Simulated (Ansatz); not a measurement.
## BaTe (Pm-3m, No. 221, 2 atoms in the cell; start mp-2600; a measured phase of this formula has another space group)

Method: G0W0@HSE06 in Ansatz (hard PAW, contour deformation, complete-basis limit).

Numerical settings: largest k mesh 6×6×6 (not extrapolated in the mesh).

Cell (relaxed with PBEsol):

```cif
data_BaTe
_chemical_formula_sum 'Ba1 Te1'
_space_group_name_H-M_alt 'Pm-3m'
_space_group_IT_number 221
_space_group_name_Hall '-P 4 2 3'
_cell_length_a 4.16798
_cell_length_b 4.16798
_cell_length_c 4.16798
_cell_angle_alpha 90.000
_cell_angle_beta 90.000
_cell_angle_gamma 90.000
loop_
_atom_site_label
_atom_site_type_symbol
_atom_site_symmetry_multiplicity
_atom_site_Wyckoff_symbol
_atom_site_fract_x
_atom_site_fract_y
_atom_site_fract_z
_atom_site_occupancy
Ba1 Ba 1 a 0.00000 0.00000 0.00000 1
Te1 Te 1 b 0.50000 0.50000 0.50000 1
```

```json
{
 "band_gap": "1.97 eV"
}
```

Note: GW on a hybrid start was not checked against another program; the gap holds a correction of +0.16 eV to the complete basis.

Spin–orbit coupling is not included; with these elements it can move the gap by several tenths of an eV or more.

Computing time: about 6 core-hours (a rough figure).

A start named mp-… is a Materials Project structure, which need not be a measured phase.

Ansatz is a quantum-chemistry and plane-wave program.
